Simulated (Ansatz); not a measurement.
The reference is ZnSe in the zinc blende structure (space group F-43m, No. 216).

```
ZnSe
1.0
    0.00000     2.83304     2.83304
    2.83304     0.00000     2.83304
    2.83304     2.83304     0.00000
Se Zn
1 1
Direct
  0.75000   0.75000   0.75000
  0.00000   0.00000   0.00000
```

Level of theory: r2SCAN (Ansatz, a quantum-chemistry and plane-wave program; PAW; 500 eV plane waves; spin-orbit coupling left out), earlier PAW set.

For the base:

| Quantity | Result |
|---|---|
| Lattice parameter a | 5.666 Å |
| Band gap | 1.86 eV |
| Hole mass | 0.13, 0.60, 0.60 mₑ (at Γ) |

Modification: a hydrostatic pressure of 1.5 GPa.

Problem. What happens to the lattice parameter a?

Solution. The lattice parameter a decreases by 0.041 Å (5.666 Å → 5.625 Å).

Problem. What does the calculation give for the band gap after the change?

Solution. The band gap grows by 0.095 eV to 1.96 eV.

Problem. Predict the new hole mass.

Solution. The hole mass (degenerate bands, along [100]) goes from 0.13, 0.60, 0.60 mₑ (at Γ) to 0.14, 0.58, 0.58 mₑ (at Γ).

Load acts through the strain it causes; cell and atoms are relaxed under it. Masses are band curvatures over ±0.01 Å⁻¹ around the edge. Stability against distortions was not tested.
